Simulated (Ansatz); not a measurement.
The starting structures come from a database of crystals and need not be the phases stable at ambient conditions.

 Where the default PAW files enter, the runs use the earlier of Ansatz's two default sets.

Tunnelling through a barrier is set by its complex band structure: the current falls as exp(−2κd) with the smallest κ.

Given:

```xyz
4
Lattice="6.2642 0.0000 0.0000 2.1535 5.8824 0.0000 1.3702 -3.4200 1.8955" Properties=species:S:1:pos:R:3 pbc="T T T"
Ca     9.7876     2.4622     1.8954
Al     2.9810    -0.8352     0.8665
Si     6.8880     3.3543     1.0727
H      3.8190     4.1279     0.1588
```

Space group of this cell: P3m1. The cell is taken as given; by r2SCAN its mean pressure is -0.6 GPa.

Transport runs along the normal of the first two printed cell vectors, the (111) plane of the conventional cell.

The gap is the functional's own. No spin-orbit coupling. Mid-gap values are interpolated on the energy grid.

### Question
State the band gap and the smallest decay constant κ at mid-gap according to Ansatz (a quantum-chemistry and plane-wave program) with r2SCAN.

### Answer
Gap 0.60 eV on a 16×16×16 mesh; κ = 0.111 1/Å, at (0.333, 0.333) of the in-plane reciprocal vectors. At the zone centre, at the nearest computed energy, the slowest state has κ = 0.18 1/Å.
